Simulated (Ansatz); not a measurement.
## TiC: pressure series

Base system: TiC in the rock salt structure (space group Fm-3m, No. 225).

```
CELL_PARAMETERS angstrom
      0.00000     2.16633     2.16633
      2.16633     0.00000     2.16633
      2.16633     2.16633     0.00000
ATOMIC_POSITIONS crystal
  C  0.00000 0.00000 0.00000
  Ti 0.50000 0.50000 0.50000
```

Cell and atoms are relaxed at each pressure.

The values are results of PBE, PAW, 420 eV (Ansatz, a first-principles code; no spin-orbit coupling), earlier PAW set, not measurements.

```
P (GPa)  V (Å³/atom)
-------  -----------
-1.99         10.249
-0.99         10.207
0.90          10.130
2.10          10.083
4.49           9.992
8.99           9.831
14.98          9.634
22.48          9.413
29.98          9.214
```

Fit a third-order Birch–Murnaghan equation of state.

Least squares on P(V) = (3B₀/2)[(V₀/V)^(7/3) − (V₀/V)^(5/3)]·[1 + (3/4)(B₀′ − 4)((V₀/V)^(2/3) − 1)] gives V₀ = 10.17 Å³/atom, B₀ = 250 GPa and B₀′ = 4.0.

Load acts through the strain it causes; cell and atoms are relaxed under it. Stability against distortions was not tested. No other phases were tried under pressure. The final runs are not spin-polarised.
